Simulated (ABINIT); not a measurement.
Input and output of a self-consistent single point for KCaZrBiO6 (F-43m, 10 atoms in the cell) (ABINIT).

Level of theory: PBEsol, norm-conserving pseudopotentials (PseudoDojo nc-fr-04 PBEsol standard) (plane waves; ABINIT).

```
KCaZrBiO6
1.0
    0.00000     4.19559     4.19559
    4.19559     0.00000     4.19559
    4.19559     4.19559     0.00000
K Ca Zr Bi O
1 1 1 1 6
Direct
  0.25000   0.25000   0.25000
  0.75000   0.75000   0.75000
  0.50000   0.50000   0.50000
  0.00000   0.00000   0.00000
  0.74898   0.25102   0.25102
  0.74898   0.25102   0.74898
  0.25102   0.74898   0.74898
  0.25102   0.74898   0.25102
  0.74898   0.74898   0.25102
  0.25102   0.25102   0.74898
```

Reference input (self-consistent single point, DFT, PBEsol, plane waves, norm-conserving pseudopotentials (PseudoDojo nc-sr-04 PBEsol standard)): pseudos = [K.upf, Ca.upf, Zr.upf, Bi.upf, O.upf]; ecut = 84 Ry; occopt = 1; ngkpt = 3 3 3; nshiftk = 1; shiftk = 0 0 0; potentials = PseudoDojo nc-sr-04 PBEsol standard; nband = 44; kptopt = 1; nstep = 60; tolvrs = 1e-10; diemac = 12. This run's input differs from it in these lines:

```diff
@@ -1,2 +1,2 @@
-# KCaZrBiO6, PseudoDojo nc-sr-04 PBEsol standard
+# KCaZrBiO6, PseudoDojo nc-fr-04 PBEsol standard
 pp_dirpath "./"
```

Its files differ too (potentials: PseudoDojo nc-sr-04 PBEsol standard → PseudoDojo nc-fr-04 PBEsol standard).

The program printed (abridged):

```
--- !BeginCycle
solver: {iscf: 7, nstep: 60, nline: 4, wfoptalg: 0, }
tolerances: {tolvrs: 1.00E-10, }
...

     iter   Etot(hartree)      deltaE(h)  residm     vres2
 ETOT  1  -298.93941205399    -2.989E+02 1.892E-01 3.759E+03
 ETOT  2  -299.47783326812    -5.384E-01 7.314E-03 2.282E+03
 ETOT  3  -299.89038936285    -4.126E-01 3.892E-03 3.596E+02
 ETOT  4  -299.92924996524    -3.886E-02 1.537E-03 5.120E+01
 ETOT  5  -299.93445565101    -5.206E-03 1.591E-03 5.794E+00
   [... 6 lines left out ...]
 ETOT 12  -299.93481394043    -1.090E-10 7.734E-05 3.909E-08
 ETOT 13  -299.93481394042     1.086E-11 1.026E-04 4.733E-09
 ETOT 14  -299.93481394042    -1.762E-12 4.777E-05 3.532E-10
 ETOT 15  -299.93481394041     2.046E-12 6.269E-05 2.307E-11
 At SCF step   15       vres2   =  2.31E-11 < tolvrs=  1.00E-10 =>converged.

 Cartesian components of stress tensor (hartree/bohr^3)
  sigma(1 1)=  2.31987558E-04  sigma(3 2)=  0.00000000E+00
  sigma(2 2)=  2.31987558E-04  sigma(3 1)=  0.00000000E+00
  sigma(3 3)=  2.31987558E-04  sigma(2 1)=  0.00000000E+00

 ----iterations are completed or convergence reached----

 reduced coordinates (array xred) for   10 atoms
       0.249999999995      0.249999999995      0.249999999995
       0.749999999995      0.749999999995      0.749999999995
       0.499999999995      0.499999999995      0.499999999995
      -0.000000000005     -0.000000000005     -0.000000000005
       0.748979999990      0.251020000000      0.251020000000
       0.748979999990      0.251020000000      0.748979999990
   [... lines left out ...]
 Fermi (or HOMO) energy (hartree) =   0.15482   Average Vxc (hartree)=  -0.39036
   [... lines left out ...]
total_energy        : -2.99934813940415E+02
total_energy_eV     : -8.16164135511031E+03
band_energy         : -2.66262187039848E+01
...

-Cartesian components of stress tensor (GPa)         [Pressure= -6.8253E+00 GPa]
- sigma(1 1)=  6.82530844E+00  sigma(3 2)=  0.00000000E+00
- sigma(2 2)=  6.82530844E+00  sigma(3 1)=  0.00000000E+00
- sigma(3 3)=  6.82530844E+00  sigma(2 1)=  0.00000000E+00

 Calculation completed.
```

The run converged in 15 iterations. Against the reference run the pressure hardly changes (-6.87 to -6.83 GPa), the largest force moves little (0.023 to 0.020 eV/Å) and the gap on the mesh goes from 1.611 to 1.634 eV.

The starting cell comes from a database of computed structures (which also holds hypothetical and non-ambient phases and stackings), without a prior relaxation at this level. Spin-orbit coupling is off. With a pressure of about -7 GPa the cell is away from its equilibrium volume at this level.

Cost on one core of a shared machine: roughly 5 min.
